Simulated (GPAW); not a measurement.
GPAW is run on NiSb (P6_3/mmc, 4 atoms in the cell), and the run fails. The aim is a self-consistent single point with DFT PBE, plane waves, GPAW PAW datasets PBE (gpaw-data 1.0.1).

Cell that was meant: a = 3.9654 Å, b = 3.9654 Å, c = 5.1627 Å, α = 90.00°, β = 90.00°, γ = 120.00°.

Part of the input:

```python
              pbc=True)

calc = GPAW(mode={'name': 'pw', 'ecut': 850},
            xc='WC',
            kpts={'size': (5, 5, 4), 'gamma': True},
            occupations={'name': 'methfessel-paxton', 'width': 0.136, 'order': 1},
            nbands=-12,
```

Output, abridged:

```
Input parameters:
  convergence: {density: 1e-05}
  kpts: {gamma: True,
         size: (5, 5, 4)}
  maxiter: 150
  mode: {ecut: 850,
         name: pw}
  nbands: -12
  occupations: {name: methfessel-paxton,
                order: 1,
                width: 0.136}
  symmetry: {symmorphic: False,
             tolerance: 0.0005}
  xc: WC

Traceback (most recent call last):
   [... frames left out ...]
FileNotFoundError: Could not find required PAW dataset file "Ni.WC".

You need to set the GPAW_SETUP_PATH environment variable to point to
the directories where PAW dataset and basis files are stored.  See
https://gpaw.readthedocs.io/install.html#install-paw-datasets
for details.
```

Read the log: what does the program object to, and what is the fix?

The fault is a functional for which no datasets are installed. The program looks for atomic datasets under the functional's name. To fix it, return to the functional that was meant, or generate datasets for the new one. The program stopped before any SCF iteration.

An input that runs soundly differs in these lines (not the only fix; some lines may just follow from the change or write a value another way):
```diff
-            xc='WC',
+            xc='PBE',
```

With that input, the run converged in 24 iterations: free energy E − TS (from the program's reference atoms) -24.4435 eV; Fermi level (on the code's own zero) 9.12 eV; pressure 0.50 GPa (DFT PBE, plane waves, GPAW PAW datasets PBE (gpaw-data 1.0.1)).

On the sound input: the starting cell comes from a database of computed structures (which also holds hypothetical and non-ambient phases and stackings), without a prior relaxation at this level. Its lattice was rescaled by a random factor within 2.5 % of one. Spin-orbit coupling is off. Spin polarisation is off.
